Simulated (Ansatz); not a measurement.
Amorphous Al30O48H6, 84 atoms at 2.94 g/cm³, one PBE-relaxed geometry, zone centre. Methods: PBE, scalar-relativistic without spin-orbit coupling (Ansatz, a first-principles code); r2SCAN, scalar-relativistic without spin-orbit coupling (Ansatz). Plane waves to 420 eV (r2SCAN 500 eV). At PBE the levels at the filled edge of the gap are localised (band-tail or defect states), and the nearest spread-out levels lie 3.9 eV apart at the zone centre. All rungs ran without spin polarisation.

The cell was made by melting and quenching with the CHGNet potential and then relaxed with DFT. O atoms were pushed apart under 1.9 Å during the dynamics, to hinder bonds among them. The hot cell started wider than the set density and was brought back towards it in steps. It is the lowest in DFT energy of 2 quenches. It is a model cell: composition and starting density were chosen by hand, and all elements were melted together. No dispersion term was used. A short ab initio anneal came between quench and relaxation. Its density started from a set value of 2.95 and ended at 2.94 g/cm³. The simulated quench (nominally 180 K/ps over its main leg) is rapid and tends to freeze in more defects than a deposited or slowly cooled glass has. A cell of this size samples the disorder only roughly. The volume was free in the relaxation, at fixed shape. Stress components on the final sampling reach 1.7 GPa.

The relaxation ran on the zone centre alone. At PBE the level gap is 3.16 eV on a 2×2×2 Γ-centred mesh, and the spacing at the zone centre alone 3.14 eV.

Q: What zone-centre spacing does r2SCAN give, roughly?

A: 3.75 eV (+0.60 eV against PBE).

The highest filled and the lowest empty state spread over these numbers of atoms (participation numbers): PBE: 3.4 and 72.1; r2SCAN: 3.4 and 71.1.
